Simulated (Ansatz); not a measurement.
Worked calculations on one periodic cell of amorphous Si₃₀N₄₅Nb₃: Si30N45Nb3, 78 atoms, volume 888.4 Å³, made by a melt-quench on the CHGNet potential and relaxed with DFT. N atoms were pushed apart under 1.9 Å during the dynamics, to hinder bonds among them. It is a model cell: composition and starting density were chosen by hand, and all elements were melted together. Cycles of charging were run to anneal it. Method: PBE, scalar-relativistic without spin-orbit coupling (plane waves to 420 eV, PAW; Ansatz, an electronic-structure program). Sampling: a 2×2×2 Γ-centred mesh; Fermi-Dirac width 0.02 eV; no spin polarisation. Its volume was relaxed, its shape was free, and it stands at a mean pressure of 0.1 GPa with stress components up to 0.2 GPa; the relaxation ran on the zone centre alone. Its density went from a set 3.27 to 3.27 g/cm³. The cell is small and was quenched far faster than a real film, so it is one sample of the glass.

Problem. Count formal charges (Si +4, N -3, Nb +5). What does the count lead one to expect at the Fermi level, and what does the calculation give?

Solution. 30 × (+4) + 45 × (-3) + 3 × (+5) = 0. The charges balance, so the anion-derived valence states can be full and a gap can open. On this mesh the highest filled and lowest empty level lie 1.72 eV apart; localised defect or tail levels set that (at the zone centre the more localised edge state sits most on one Nb atom with neighbours N 1.95 Å, N 2.01 Å, N 2.09 Å, N 2.09 Å, N 2.20 Å), and the nearest spread-out levels lie 2.6 eV apart.

Four energies for an added electron at PBE on the zone centre alone (charged cells in a uniform background, spin-polarised): neutral at the neutral geometry -50067.161 eV; charged at the neutral geometry -50057.223 eV; charged and relaxed -50057.448 eV; neutral at the charged geometry -50066.844 eV.

Problem. Find the two relaxation energies and their sum, the reorganisation energy.

Solution. On charging: -50057.223 − (-50057.448) = 0.225 eV. On discharging: -50066.844 − (-50067.161) = 0.317 eV. The sum is 0.542 eV. The carrier's level spreads over 4 of the 78 atoms' worth, so it counts as localised, most on one Nb atom with neighbours N 1.95 Å, N 2.01 Å, N 2.09 Å, N 2.09 Å, N 2.20 Å (neutral geometry). The values are uncorrected: the image energy of a point charge in this cell, 2.84 × 14.40 / (2 × 9.6) = 2.1 eV before screening, is screened by electrons alone at the fixed geometry and by ions too after relaxing, and the carrier can be spread before it relaxes, so each term can be off by up to that value times 1/ε∞, some tenths of an eV. PBE's self-interaction favours spread-out carriers, so a hybrid can localise more.

Four energies for a hole at PBE on the zone centre alone (charged cells in a uniform background, spin-polarised): neutral at the neutral geometry -50067.161 eV; charged at the neutral geometry -50075.082 eV; charged and relaxed -50075.326 eV; neutral at the charged geometry -50066.790 eV.

Problem. Find the two relaxation energies and their sum, the reorganisation energy.

Solution. On charging: -50075.082 − (-50075.326) = 0.244 eV. On discharging: -50066.790 − (-50067.161) = 0.371 eV. The sum is 0.615 eV. The carrier's level spreads over 6 of the 78 atoms' worth, so it counts as partly localised, most on one N atom with neighbours Si 1.71 Å, Si 1.74 Å, Nb 2.12 Å (neutral geometry). The values are uncorrected: the image energy of a point charge in this cell, 2.84 × 14.40 / (2 × 9.6) = 2.1 eV before screening, is screened by electrons alone at the fixed geometry and by ions too after relaxing, and the carrier can be spread before it relaxes, so each term can be off by up to that value times 1/ε∞, some tenths of an eV. PBE's self-interaction favours spread-out carriers, so a hybrid can localise more.
